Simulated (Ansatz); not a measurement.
## Ansatz run on CdPt (P4mm, 2 atoms in the cell): self-consistent single point

Method: PBEsol, default PAW files made with PBE (plane waves; Ansatz, a quantum-chemistry and plane-wave program).

This input was run:

Ansatz 0.2 input:
```yaml
# CdPt
crystal:
  lattice:
    - [2.976504, 0.000000, 0.000000]
    - [0.000000, 2.976504, 0.000000]
    - [0.000000, 0.000000, 3.834512]
  atoms:
    - { symbol: Cd, position: [0.000000, 0.000000, 0.013039] }
    - { symbol: Pt, position: [0.500000, 0.500000, 0.500000] }
basis:
  ecutwfc: 420.0 eV
kpoints:
  mp_grid: { grid: [11, 11, 9] }
hamiltonian:
  xc: pbesol
  pseudopotentials: { kind: paw }
scf:
  occupations: { method: fermi_dirac, width: 0.1 eV }
output:
  forces: true
  eigenvalues: true
  stress: true
```

Log, with long lists cut:

```
WARN ansatz: RAYON_NUM_THREADS=1 ignored (pool sized by the plan → 1); use --threads N
Pseudopotentials: kind: paw
Pseudopotential: Cd, paw, valence charge 20
Pseudopotential: Pt, paw, valence charge 18
Crystal: 2 atoms, lattice volume = 33.972 Å³
Basis set: ecut = 420 eV, 633 PW (Γ), exchange–correlation on 40×40×54 points (8 copies of the dense FFT grid, shifted against one another)
Bands: 23, of which v1, the nominal top of the filled ones, is band 19 counted from 1 (18 counted from 0)
Symmetry: 8 space group operations
Space group: P4mm (ITA 99), of the structure as read, at distance tolerance 3.2e-5 Å
k-points: 105 of 1089 (time reversal used)
PAW frozen core: Cd, regenerated for the run's functional, and the local potential with it
PAW frozen core: Pt, regenerated for the run's functional, and the local potential with it
Initial density: superposition of atomic densities (neutral atoms: chi_scale 0, normalization atom), corrected by the library's trained network
Initial wavefunctions: pseudopotential atomic-orbital guess
Eigensolver: davidson
Functional: x = pbesol(κ = 0.804, μ = 0.12345679012345678), c = pbesol(β = 0.046)
SCF iter   1: F=—  HF=-20568.549159 eV  |F-HF|=—  |Δ(HF+E_count)|=         —  Δρ=1.14e-2  dr2=5.54e-2  ethr=1.77e-3  ⟨swp⟩=5.1  Hψ=9228  notcnv=0
all-band conjugate gradients solve this SCF's bands
preconditioner: auto → Kerker (q_TF=auto, 2.780 Å⁻¹)
SCF iter   2: F=—  HF=-20568.538060 eV  |F-HF|=—  |Δ(HF+E_count)|=   1.11e-2  Δρ=3.68e-3  dr2=6.11e-3  ethr=1.46e-4  ⟨swp⟩=1.0  Hψ=3260  notcnv=0
SCF iter   3: F=—  HF=-20568.536814 eV  |F-HF|=—  |Δ(HF+E_count)|=   1.25e-3  Δρ=1.31e-3  dr2=7.73e-4  ethr=1.61e-5  ⟨swp⟩=2.3  Hψ=3163  notcnv=0
SCF iter   4: F=—  HF=-20568.536608 eV  |F-HF|=—  |Δ(HF+E_count)|=   2.06e-4  Δρ=2.98e-4  dr2=6.54e-5  ethr=2.03e-6  ⟨swp⟩=2.2  Hψ=3531  notcnv=0
SCF iter   5: F=—  HF=-20568.536571 eV  |F-HF|=—  |Δ(HF+E_count)|=   3.75e-5  Δρ=1.17e-4  dr2=6.95e-6  ethr=1.72e-7  ⟨swp⟩=2.5  Hψ=3912  notcnv=0
SCF iter   6: F=—  HF=-20568.536569 eV  |F-HF|=—  |Δ(HF+E_count)|=   2.09e-6  Δρ=4.07e-5  dr2=6.55e-7  ethr=1.83e-8  ⟨swp⟩=2.0  Hψ=3448  notcnv=0
SCF iter   7: F=-20568.536569 eV  HF=-20568.536569 eV  |F-HF|=7.78e-9  |Δ(HF+E_count)|=   1.37e-7  Δρ=9.60e-6  dr2=2.89e-8  ethr=2.63e-10  ⟨swp⟩=5.1  Hψ=9657  notcnv=0
SCF 1 converged in 7 iterations: F = -20568.536569 eV  dr2 = 2.89e-8
SCF converged after 7 iterations
Free energy (F): -20568.536569 eV
Harris-Foulkes:  -20568.536569 eV  (|F-HF|=7.78e-9)
Internal energy: -20568.516882 eV  (E = F + TS)
E sigma→0 (E₀):  -20568.526725 eV
Entropy (-TS):   -0.019686 eV (-9.843 meV/atom)
Fermi energy:    19.199082 eV
--- Per-component energies (eV) ---
  E_band       = -484.059852
  E_kinetic    = 1144.090590
  E_local      = -4164.669647  (includes V_loc(G=0)·N_el)
  E_nonlocal   = 239.520386
  E_hartree    = 1825.380182
  E_xc         = -436.653310
  E_vxc        = -524.604995  (∫ρ·V_xc dr)
  E_paw        = -13329.400717  (= ΣΔE_a)
  E_vpaw       = -829.156235  (= ΣTr[D̂ρ^β])
  E_aug_tail   = 0.000194  (compensation charges beyond the density's cutoff)
  E_ewald      = -5847.413502
  E_core_change = 0.628941  (= ΣΔE_core)
  E_smearing   = -0.019686  (= −TS)
  E_closure    = 0.000000  (closes the sum)
  Σ components = -20568.536569   (vs F -20568.536569, Δ=0.00e0)
--- Forces (eV/Å), atoms counted from 1 ---
  atom   1  Cd    -0.00000000     0.00000000    -0.36497039
  atom   2  Pt     0.00000000     0.00000000     0.36496991
  max |Σ_I F_I| component: 4.81e-7 eV/Å
--- Stress (GPa, compression-positive) ---
       -3.306539       0.000000       0.000000
        0.000000      -3.306539       0.000000
        0.000000       0.000000      -2.681767
  P = ⅓ Tr σ = -3.0983 GPa (-30.983 kbar)
  The stress holds the Pulay correction. Without it, at fixed plane waves, as pw.x and ABINIT print it: P = -3.1531 GPa
--- Band table (eV; the first three rows and the last of 105) ---
  k-point 0: bands = ["-83.0266", "-78.6613", "-44.1170", "-44.1170", "-44.0776", "-32.8826", "-32.8048", "-32.8048", "9.7102", "9.8844", "10.1312", "11.0242", "11.0242", "11.3489", "15.2440", "15.8110", "17.8842", "17.8842", "18.3785", "21.0092", [...]
  k-point 1: bands = ["-83.0266", "-78.6613", "-44.1170", "-44.1170", "-44.0776", "-32.8833", "-32.8049", "-32.8049", "9.8455", "9.8995", "10.1933", "11.0347", "11.0347", "11.3530", "15.2119", "15.7316", "17.7891", "17.7891", "18.3678", "20.1710", [...]
  k-point 2: bands = ["-83.0266", "-78.6613", "-44.1170", "-44.1170", "-44.0778", "-32.8851", "-32.8049", "-32.8049", "9.9385", "10.1096", "10.4993", "11.0618", "11.0618", "11.3633", "15.1304", "15.4359", "17.5600", "17.5600", "18.3406", "18.6881", [...]
  k-point 104: bands = ["-83.0224", "-78.6538", "-44.1503", "-44.1503", "-44.0722", "-32.9064", "-32.9064", "-32.8680", "10.1291", "10.4797", "10.4971", "11.3534", "11.7557", "14.5350", "14.9366", "15.0689", "17.6784", "19.1237", "22.6656", [...]
```

The run converged in 7 iterations.

The starting cell comes from a database of computed structures (which also holds hypothetical and non-ambient phases and stackings), without a prior relaxation at this level. Its lattice was rescaled by up to half a per cent. One atom was moved a little off its site on purpose. Spin-orbit coupling is off. Spin polarisation is off. With a pressure of about -3 GPa the cell is away from its equilibrium volume at this level. Ansatz's pressure includes its estimate of the finite-basis (Pulay) stress.
